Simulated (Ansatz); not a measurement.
ZnSe: response to strain

The reference is ZnSe in the zinc blende structure (space group F-43m, No. 216; a = 5.6656 Å). Axes: x, y, z lie along the cube axes.

Strains are applied to the cell and any free atomic positions relax; under biaxial strain the out-of-plane vector relaxes too.

Computed with plane-wave PAW DFT at the r2SCAN level (Ansatz, a program for electronic structure, 500 eV), no spin-orbit coupling.

Notes on the quantities. in-plane stress: mean in-plane stress (compression positive).

```csv
change,out-of-plane strain,in-plane stress
"biaxial strain +0.50 %, plane normal [001], relaxed out of plane",-0.59 %,-0.4 GPa
"biaxial strain +1.00 %, plane normal [001], relaxed out of plane",___,-0.8 GPa
"biaxial strain +1.50 %, plane normal [001], relaxed out of plane",-1.79 %,___
"biaxial strain +2.00 %, plane normal [001], relaxed out of plane",-2.39 %,-1.5 GPa
"biaxial strain +2.50 %, plane normal [001], relaxed out of plane",___,___
"biaxial strain +3.00 %, plane normal [001], relaxed out of plane",-3.61 %,-2.2 GPa
```

Fill in the withheld entries from the trend.


- biaxial strain +1.00 %, plane normal [001], relaxed out of plane, out-of-plane strain: -1.19 %
- biaxial strain +1.50 %, plane normal [001], relaxed out of plane, in-plane stress: -1.2 GPa
- biaxial strain +2.50 %, plane normal [001], relaxed out of plane, out-of-plane strain: -3.01 %
- biaxial strain +2.50 %, plane normal [001], relaxed out of plane, in-plane stress: -1.9 GPa

No phonon test of stability was made.
